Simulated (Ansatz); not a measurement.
# Hf: x(Lu) = 0.625, 8 atoms, Pmm2

Start from Hf in the hcp (Mg type) structure (space group P6_3/mmc, No. 194; a = 3.198 Å, c = 5.047 Å).

The other end (x = 1) is Lu in the hcp (Mg type) structure (space group P6_3/mmc, No. 194): 28.99 Å³/atom, gap zero.

One thing is altered: a fraction x = 0.625 of the Hf sites is given to Lu, ordered in a cell of 8 atoms (starting symmetry Pmm2) and fully relaxed.

Level of theory: r2SCAN (Ansatz, a quantum-chemistry and plane-wave program, PAW, spin-orbit coupling left out). Settings: 14×9×4 k-points, 0.05 eV Fermi–Dirac smearing, for the changed cell.

The volume per atom grows by 3.63 Å³, from 22.35 Å³ to 25.98 Å³ and the shortest interatomic distance decreases by 0.023 bohr (5.909 bohr → 5.886 bohr). The band gap stays zero and the deviation of the volume from the linear (Vegard-type) interpolation comes out as -2.0 %.

Final structure:

```yaml
crystal:
  lattice:
    - [3.34079, 0.00000, 0.00000]
    - [0.00000, 5.25691, 0.00000]
    - [0.00000, 0.00000, 11.83654]
  atoms:
    - { symbol: Hf, position: [0.00000, 0.00000, 0.84587] }
    - { symbol: Lu, position: [0.50000, 0.00000, 0.58962] }
    - { symbol: Lu, position: [0.00000, 0.00000, 0.32108] }
    - { symbol: Hf, position: [0.50000, 0.00000, 0.06795] }
    - { symbol: Hf, position: [0.50000, 0.50000, 0.91725] }
    - { symbol: Lu, position: [0.00000, 0.50000, 0.68362] }
    - { symbol: Lu, position: [0.50000, 0.50000, 0.41942] }
    - { symbol: Lu, position: [0.00000, 0.50000, 0.15518] }
```

These are small ordered cells, not random alloys; other orderings at the same x differ. No phonon test of stability was made. All final runs are without spin polarisation. An odd electron count without spin: Lu5Hf3. Lu5Hf3 has a high density of states at the Fermi level and may be magnetic at this level.
